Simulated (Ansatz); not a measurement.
Ansatz (a program for electronic structure), DFT, PBE, plane waves, its default PAW files: Au(111) slab of 4 layers, 4x4, atoms displaced (Au64), unrelaxed, 64 atoms. Basis and mesh were picked for this test and aren't claimed converged.

```yaml
cell: 11.53, 11.53, 21.06 Å; 90, 90, 60°
distance_to_the_nearest_atom: 2.75 to 2.88 Å
task: single point
k mesh: 3×3×1
hamiltonian.xc: pbe
kind_of_files: paw
scf.occupations.method: fermi_dirac
scf.occupations.width: 0.1 eV
output.forces: true
accuracy: medium (default)
basis.precision: auto (default)
basis.xc_grid: 2 (default)
scf.eigensolver.kind: auto (default)
scf.mixing.algorithm: auto (default)
scf.mixing.preconditioner: auto (default)
scf.convergence.dr2_threshold: 1e-07 (default)
scf.lower_state_search: light (default)
k-points after symmetry: 5
bands_at_the_start: 672
electrons: 1216
plane waves at Γ: 47309
cutoff (eV): 420
FFT grid: 80×80×144
symmetry_operations: 1
```

Machine: one whole node with four NVIDIA GB200 cards and two Grace (Neoverse V2) sockets of 72 cores, of which 136 in all may be used; each card has its host threads on the socket beside it.

Times are medians of repeated runs, from launch to exit, start-up of the cards included. No other job ran on the node; its own services took about 4 cores, and under one core (or 1.5 %) of those that a run was pinned to. Processes are pinned to neighbouring cores unless said otherwise. The times hold for this build (release build for Arm (Neoverse V2), with CUDA, one process with threads). Scratch files lie in a memory file system.

Many jobs like this one are to be run. Ways to fill the node:
- 136 CPU threads, no card
- 4 cards, 128 host threads
- 2 copies of 2 cards, 64 host threads
- 4 copies of 1 card, 32 host threads

**Question.** How should the node be filled for throughput?

**Answer.** 4 copies of 1 card, 32 host threads: 2800 jobs an hour. At the low end 136 CPU threads, no card gives 150. Alone on the node a one-card run takes 2.7 s, beside three others 5.2 s; the program's phases hold 1.7 s and 1.7 s of these, launch, set-up ahead of the first cycle and exit 0.90 s and 2.6 s (of the first copy).

```tsv
way	time till all copies end	in the phases	jobs an hour
4 copies of 1 card, 32 host threads	5.2 s	1.7 s	2800
2 copies of 2 cards, 64 host threads	4.6 s	1.2 s	1500
4 cards, 128 host threads	4.9 s	1.1 s	740
136 CPU threads, no card	24 s	23 s	150
```

Keys are those of Ansatz 0.2.
